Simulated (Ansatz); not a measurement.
Ga on a cation site across 5 hosts. All values below come from PBE, PAW (plane waves to 420 eV; Ansatz, a program for electronic structure). Charged cells are image-corrected; levels hold to tenths of an eV, spin–orbit coupling is left out, only levels at least 0.1 eV inside the gap count (those within 0.2 eV of an edge may still be shallow), and each defect is the lowest state found from one start.

| host | site at the start | sites, k-points | gap (eV) | localised charge states | levels above the VBM (eV) |
|---|---|---|---|---|---|
| zinc-blende AlP | the Al site | 64, 2×2×2 shifted | 1.63 | 0 | none; 0 throughout |
| metastable zinc-blende AlN | the Al site | 64, 2×2×2 shifted | 3.31 | 0 | none; 0 throughout |
| wurtzite AlN | the Al site | 96, 2×2×2 shifted | 4.03 | 0 | none; 0 throughout |
| corundum | the Al site | 120, 2×2×2 Γ-centred | 5.85 | 0 | none; 0 throughout |
| rutile SnO2 | the Sn site | 72, 2×2×2 shifted | 0.68 | −1 | none; −1 throughout |

No host shows a level in the gap.
